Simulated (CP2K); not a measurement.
A self-consistent single point of YMg3 (P-6m2, 4 atoms in the cell) with CP2K.

Level of theory: LDA (Pade form), GPW, DZVP-MOLOPT-SR-GTH basis, GTH-PADE potentials (GTH_POTENTIALS) run with CP2K.

The change in words: lattice scaled by 0.98. Reference geometry:
```xyz
4
Lattice="3.3080 0.0000 0.0000 -1.6540 2.8648 0.0000 0.0000 0.0000 10.9323" Properties=species:S:1:pos:R:3 pbc="T T T"
Y      1.6540     0.9549     5.4661
Mg     1.6540     0.9549     0.0000
Mg     0.0000     1.9099     2.6469
Mg     0.0000     1.9099     8.2854
```

Reference input (self-consistent single point, DFT LDA (Pade form), GPW, DZVP-MOLOPT-SR-GTH basis, GTH-PADE potentials (GTH_POTENTIALS)): CUTOFF = 1000 Ry; REL_CUTOFF = 50 Ry; SMEAR/METHOD = GAUSSIAN; SIGMA = 0.1 eV; KPOINTS/SCHEME = MONKHORST-PACK 12 12 4; GAMMA_CENTERED = T; XC_FUNCTIONAL = PADE; Y/BASIS_SET = DZVP-MOLOPT-SR-GTH-q11; Y/POTENTIAL = GTH-PADE-q11; Mg/BASIS_SET = DZVP-MOLOPT-SR-GTH-q10; Mg/POTENTIAL = GTH-PADE-q10; METHOD = GPW. This run's input differs from it in these lines:

```diff
@@ -64,4 +64,4 @@
     &CELL
-      ABC 3.30799000 3.30798967 10.93229000
-      ALPHA_BETA_GAMMA 90.00000000 90.00000000 120.00000325
+      ABC 3.24183000 3.24182988 10.71364400
+      ALPHA_BETA_GAMMA 90.00000000 90.00000000 120.00000119
       PERIODIC XYZ
```

The program printed (abridged):

```
 SCF WAVEFUNCTION OPTIMIZATION

  Step     Update method      Time    Convergence         Total energy    Change
     1 NoMix/Diag. 0.30E+00      -     1.43297928      -228.5970920690 -2.29E+02
     2 Broy./Diag. 0.30E+00      -     0.25710251      -227.7457423764  8.51E-01
     3 Broy./Diag. 0.30E+00      -     0.25414164      -227.9138637594 -1.68E-01
     4 Broy./Diag. 0.30E+00      -     0.10212143      -227.9612258736 -4.74E-02
     5 Broy./Diag. 0.30E+00      -     0.06126260      -227.9197668527  4.15E-02
     6 Broy./Diag. 0.30E+00      -     0.02012129      -227.8378869332  8.19E-02
   [... 4 lines left out ...]
    11 Broy./Diag. 0.30E+00      -     0.00005904      -227.8356711828  3.20E-04
    12 Broy./Diag. 0.30E+00      -     0.00001457      -227.8355391347  1.32E-04
    13 Broy./Diag. 0.30E+00      -     0.00000703      -227.8355737946 -3.47E-05
    14 Broy./Diag. 0.30E+00      -     0.00000023      -227.8355858531 -1.21E-05
  *** SCF run converged in    14 steps ***

  Overlap energy of the core charge distribution:               0.00000000000000
  Self energy of the core charge distribution:               -473.03851938560319
  Core Hamiltonian energy:                                    137.37884475038766
  Hartree energy:                                             137.90886697829771
  Exchange-correlation energy:                                -30.08410075350949
  Smearing free energy correction:                             -0.00067744278890
  Fermi energy:                                                 0.22109304868566

  Total energy:                                              -227.83558585310831
  Total energy (extrapolated to sigma->0):                   -227.83524713171386

                     Mulliken Population Analysis

   [... lines left out ...]

 STRESS| Analytical stress tensor [bar]
 STRESS|                        x                   y                   z
 STRESS|      x        8.70709176101E+02  -2.14457969298E-01  -2.29303322149E-07
 STRESS|      y       -2.14457969298E-01   8.70464023662E+02  -2.04784462699E-03
 STRESS|      z       -2.29303322149E-07  -2.04784462699E-03  -2.41964963327E+03
 STRESS| 1/3 Trace                                            -2.26158811170E+02
```

The run converged in 14 iterations. Against the reference run the free energy drops by 10.0 meV/atom, the pressure goes from -1.99 to -0.02 GPa and the largest force goes from 0.135 to 0.185 eV/Å.

The starting cell comes from a database of computed structures (which also holds hypothetical and non-ambient phases and stackings), without a prior relaxation at this level. For this run, on top of that: lattice scaled by 0.98. Values carry the incompleteness of an atom-centred basis.

Cost on one core of a shared machine: roughly 50 s.
